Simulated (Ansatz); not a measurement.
The starting structures come from a database of crystals and need not be the phases stable at ambient conditions.

 Where the default PAW files enter, the runs use the earlier of Ansatz's two default sets.

## Evanescent states of Cs$_{2}$NaScF$_{6}$ (Fm-3m, not sure to be the ambient phase, 10 atoms a cell, 18.2 Å³ an atom, -2 GPa at this level) along the normal of (001)

Level of theory: r2SCAN (plane waves, PAW; Ansatz, a first-principles code).

No gap correction and no spin-orbit coupling; mid-gap values are interpolated between computed energies.

Energies count from the valence-band top; κ is the least over a 6×6 mesh across the current.

```json
[
 {"E (eV)": "0.17", "κ (1/Å)": "0.266", "where": "Γ"},
 {"E (eV)": "0.51", "κ (1/Å)": "0.370", "where": "Γ"},
 {"E (eV)": "0.85", "κ (1/Å)": "0.430", "where": "Γ"},
 {"E (eV)": "1.19", "κ (1/Å)": "0.468", "where": "Γ"},
 {"E (eV)": "1.53", "κ (1/Å)": "0.495", "where": "Γ"},
 {"E (eV)": "1.87", "κ (1/Å)": "0.513", "where": "Γ"},
 {"E (eV)": "2.21", "κ (1/Å)": "0.524", "where": "Γ"},
 {"E (eV)": "2.55", "κ (1/Å)": "0.531", "where": "Γ"},
 {"E (eV)": "2.89", "κ (1/Å)": "0.534", "where": "Γ"},
 {"E (eV)": "3.23", "κ (1/Å)": "0.533", "where": "Γ"},
 {"E (eV)": "3.57", "κ (1/Å)": "0.529", "where": "Γ"},
 {"E (eV)": "3.91", "κ (1/Å)": "0.522", "where": "Γ"},
 {"E (eV)": "4.25", "κ (1/Å)": "0.513", "where": "Γ"},
 {"E (eV)": "4.59", "κ (1/Å)": "0.501", "where": "Γ"},
 {"E (eV)": "4.93", "κ (1/Å)": "0.487", "where": "Γ"},
 {"E (eV)": "5.27", "κ (1/Å)": "0.470", "where": "Γ"},
 {"E (eV)": "5.61", "κ (1/Å)": "0.450", "where": "Γ"},
 {"E (eV)": "5.95", "κ (1/Å)": "0.426", "where": "Γ"},
 {"E (eV)": "6.29", "κ (1/Å)": "0.399", "where": "Γ"},
 {"E (eV)": "6.63", "κ (1/Å)": "0.367", "where": "Γ"},
 {"E (eV)": "6.97", "κ (1/Å)": "0.328", "where": "Γ"},
 {"E (eV)": "7.31", "κ (1/Å)": "0.279", "where": "Γ"}
]
```

Problem. How thick must the barrier be to attenuate the transmission by 10^8 when the electrodes' Fermi level lies at 1.53 eV, and what attenuation does that film give at 0.85 eV?

Solution. d = 8 ln 10 / (2 × 0.495) = 18.6 Å. At 0.85 eV it gives 8 × 0.430/0.495 = 6.9 decades.
